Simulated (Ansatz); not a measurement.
Response to strain in hypothetical zinc blende ScAs

Consider ScAs in the zinc blende structure (space group F-43m, No. 216; a = 6.0391 Å; a hypothetical phase, not in the database extracts checked). Axes: x, y, z lie along the cube axes.

Strains are applied to the cell and any free atomic positions relax; under biaxial strain the out-of-plane vector relaxes too.

Level of theory: PBEsol in Ansatz (plane waves to 420 eV, PAW, no spin-orbit coupling).

Candidates:
(a) isotropic strain −4.18 %
(b) uniaxial strain ε_yy = −0.35 %
(c) isotropic strain +0.48 %
(d) biaxial strain −2.24 %, plane normal [001], relaxed out of plane

Base values:

```
Item       Result
--------  -------
Band gap  1.48 eV
```

**Question.** Order them by band gap, highest first.

**Answer.** (c) isotropic strain +0.48 % (1.50 eV), (b) uniaxial strain ε_yy = −0.35 % (1.47 eV), (a) isotropic strain −4.18 % (1.33 eV), (d) biaxial strain −2.24 %, plane normal [001], relaxed out of plane (1.22 eV)

Whether these cells are dynamically stable was not tested. All final runs are without spin polarisation.

Ansatz is an electronic-structure program.
